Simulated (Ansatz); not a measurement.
W2AlB2 (model structure, started from the Ti2InB2 type, P-6m2, No. 187, 5 atoms in the cell), treated with LDA (PAW; Ansatz, an electronic-structure program).

Settings: plane-wave cutoff 520 eV, 24×24×8 k mesh (along the axes of the cell as run), Fermi–Dirac smearing 0.05 eV, no spin polarisation, scalar-relativistic PAW data made under PBE.

Cell (relaxed at this level):

```yaml
crystal:
  lattice:
    - [2.97590, 0.00000, 0.00000]
    - [-1.48795, 2.57720, 0.00000]
    - [0.00000, 0.00000, 7.36188]
  atoms:
    - { symbol: W, position: [0.33333, 0.66667, 0.71071] }
    - { symbol: W, position: [0.33333, 0.66667, 0.28929] }
    - { symbol: Al, position: [0.00000, 0.00000, 0.00000] }
    - { symbol: B, position: [0.00000, 0.00000, 0.50000] }
    - { symbol: B, position: [0.66667, 0.33333, 0.50000] }
```

Question: Give the computed bulk modulus B0.

Answer: 
bulk modulus B0: 254 GPa

Note: the run has no spin polarisation, so it can have missed a magnetic state; the bulk modulus is −V dP/dV from two relaxed cells at ±2 % in volume; the relaxation could raise the start's symmetry but not lower it, so the cell can be a saddle point.

Spin–orbit coupling is not included; it can open a gap where bands touch, and shift volumes and moduli.

Computed values are for the static lattice.

Computing time: about 6 core-minutes (a rough figure).

A model structure was made by putting elements into a prototype or built by hand; it is no filed structure, need not be a known phase, and can be a saddle point held by its symmetry.
